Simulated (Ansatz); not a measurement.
Functionals compared on the (11-23) surface of hcp Ti in its 1x1 cell, outermost plane spacing 0.53 Å in the ideal cut, in Ansatz (plane waves, PAW). The structure was relaxed with PBE; the other rows are single points on it, each with its references at the same level. Cutoff 420 eV (500 eV for r2SCAN).

Slab: 19 atoms, 9.6 Å thick at the start (thin: gaps and levels are the slab's own); k 8x6x1, smearing 0.1 eV, dipole-corrected; all atoms relaxed; start symmetry kept, larger cells not searched; no spin, no spin-orbit, no U. These notes are the PBE run's.

```
functional  surface energy (J/m²)  work function of the top face (eV)         rough cost of the single point
----------  ---------------------  ----------------------------------  -------------------------------------
PBE                          2.09                                3.40                                      –
LDA                          2.36                                3.62                 roughly 5 core-minutes
PBEsol                       2.28                                3.46          around 5 core-minutes (rough)
RPBE                          [?]                                 [?]  about 5 core-minutes (a rough figure)
r2SCAN                       2.30                                3.39          around 9 core-minutes (rough)
```

**Question.** What belongs in the gaps?

**Answer.** 
- RPBE, surface energy (J/m²): 1.95
- RPBE, work function of the top face (eV): 3.27

Ansatz is a first-principles code.
